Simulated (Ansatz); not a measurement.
# Sensitivity of a calculation on Ti₂CS (P6_3/mmc, 8 atoms in the cell) to its settings

```
Ti2CS
1.0
    3.21000     0.00000     0.00000
   -1.60500     2.77994     0.00000
    0.00000     0.00000    11.20000
Ti C S
4 2 2
Direct
  0.33333   0.66667   0.09900
  0.66667   0.33333   0.59900
  0.33333   0.66667   0.40100
  0.66667   0.33333   0.90100
  0.00000   0.00000   0.00000
  0.00000   0.00000   0.50000
  0.66667   0.33333   0.25000
  0.33333   0.66667   0.75000
```

Base run A: LDA (PW92), default PAW files made with PBE in Ansatz (an electronic-structure program), self-consistent single point.

Its settings: basis.ecutwfc = 30.9 Ry; kpoints.mp_grid.grid = 10 10 3; hamiltonian.xc = lda; hamiltonian.pseudopotentials = {kind: paw} (the program's default PAW files); scf.occupations.method = gaussian; scf.occupations.width = 0.0073 Ry.

The starting cell comes from a database of published, mostly measured structures (it also holds non-ambient and calculated ones), without a prior relaxation at this level. Spin polarisation is off, so a magnetic state, if there is one, cannot be reached. In the base run, with a pressure of about -10 GPa the cell is away from its equilibrium volume at this level. Ansatz's pressure includes its estimate of the finite-basis (Pulay) stress.

ΔF is the free energy per atom less that of run A. 

Runs:
- B: kpoints.mp_grid.grid: 10 10 3 → 6 6 2
- C: crystal.symmetry.detect: default → false
- D: scf.convergence.dr2_threshold: default (1e-07 eV) → 0.1 eV
- E: scf.occupations.method: gaussian → methfessel_paxton; scf.occupations.width: 0.0073 Ry → 0.0147 Ry
- F: scf.mixing.algorithm: default (the program chose MSR1) → msr1; scf.mixing.ndim: default → 12
- G: scf.mixing.algorithm: default (the program chose MSR1) → broyden; scf.mixing.beta: default → 0.05
- H: scf.mixing.preconditioner: default (the program chose Kerker) → kerker; scf.mixing.q_tf: default → 1.5

| run | ΔF (meV/atom) | pressure (GPa) | largest force (eV/Å) | k-points |
|---|---|---|---|---|
| A | 0.00 | -10.48 | 0.024 | 28 |
| B | -3.1 | -10.48 | 0.067 | 14 |
| C | 0.00 | -10.48 | 0.024 | 152 |
| D | 0.00 | -10.48 | 0.024 | 28 |
| E | 0.77 | -10.51 | 0.022 | 28 |
| F | 0.00 | -10.48 | 0.024 | 28 |
| G | 0.00 | -10.48 | 0.024 | 28 |
| H | 0.00 | -10.48 | 0.024 | 28 |

Run B against A: The free energy goes down by 3.1 meV/atom, the pressure stays near -10.48 GPa while the zz stress (positive for compression) goes from -9.64 to -9.26 GPa and the largest force goes from 0.024 to 0.067 eV/Å.

Run C against A: The free energy hardly moves (within 1 meV/atom), the pressure stays at -10.48 GPa and the largest force stays at 0.024 eV/Å.

Run H against A: The free energy stays essentially unchanged (within 1 meV/atom), the pressure stays at -10.48 GPa and the largest force stays at 0.024 eV/Å.

Keys are those of Ansatz 0.2.
